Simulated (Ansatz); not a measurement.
**(Ru,Co): Co7Ru**

A 32-atom cell of (Ru,Co) started in the hexagonal close-packed structure, site fractions Ru 0.125, Co 0.875, short-range order 0.00 among the nearest mixed sites of the first mixed sublattice (0 is random, a negative value favours unlike neighbours), space group P1 at the end.

Calculation: PBE (plane waves to 420 eV, PAW; Ansatz, a quantum-chemistry and plane-wave program). Scalar-relativistic, without spin–orbit coupling. Its k-point mesh 5×5×5, Fermi–Dirac width 0.05 eV.

The volume per atom comes out as 11.24 Å³ and the Co–Co bonds (within 1.22 times the sum of covalent radii) is 2.506 Å on average, from 2.450 to 2.610 (147). The Co–Ru bonds (within 1.22 times the sum of covalent radii) is 2.548 Å on average, from 2.504 to 2.606 (42). The Ru–Ru bonds (within 1.22 times the sum of covalent radii) comes out as 2.527 Å on average, from 2.513 to 2.541 (3).

```
CELL_PARAMETERS angstrom
      1.26106    -6.55915    -4.05907
     -1.26148     6.56481    -4.06834
      6.32590     2.18822     4.06253
ATOMIC_POSITIONS crystal
  Co 0.53884 0.37255 0.17234
  Co 0.29471 0.50131 0.04469
  Co 0.79111 0.99795 0.04066
  Co 0.29476 0.00241 0.54193
  Co 0.54240 0.62639 0.41621
  Co 0.03728 0.12223 0.41050
  Co 0.29875 0.75195 0.29605
  Co 0.79087 0.24606 0.29160
  Co 0.04609 0.88464 0.17044
  Co 0.54411 0.11937 0.91915
  Ru 0.28776 0.24913 0.78648
  Co 0.54024 0.87394 0.66515
  Co 0.03830 0.37418 0.66217
  Co 0.78934 0.49761 0.54127
  Ru 0.04355 0.62359 0.91723
  Co 0.78835 0.75431 0.78777
  Co 0.45835 0.12292 0.33258
  Co 0.20787 0.25058 0.20711
  Co 0.70482 0.75444 0.21029
  Co 0.21312 0.75466 0.71104
  Co 0.45686 0.37474 0.57331
  Co 0.95558 0.87291 0.58381
  Co 0.21096 0.49760 0.45981
  Co 0.71106 0.00126 0.46119
  Ru 0.96088 0.62656 0.33551
  Co 0.46333 0.87814 0.08774
  Co 0.20828 0.00121 0.95978
  Co 0.45540 0.63052 0.83226
  Co 0.95498 0.12525 0.83433
  Co 0.70332 0.24182 0.70309
  Co 0.96166 0.36858 0.08508
  Ru 0.70704 0.50120 0.95943
```
Starting moments (μB, in the order of the record's atoms Co Co Co Co Co Co Co Co Co Co Ru Co Co Co Ru Co Co Co Co Co Co Co Co Co Ru Co Co Co Co Co Co Ru): 1.7 1.7 1.7 1.7 1.7 1.7 1.7 1.7 1.7 1.7 0.0 1.7 1.7 1.7 0.0 1.7 1.7 1.7 1.7 1.7 1.7 1.7 1.7 1.7 0.0 1.7 1.7 1.7 1.7 1.7 1.7 0.0.
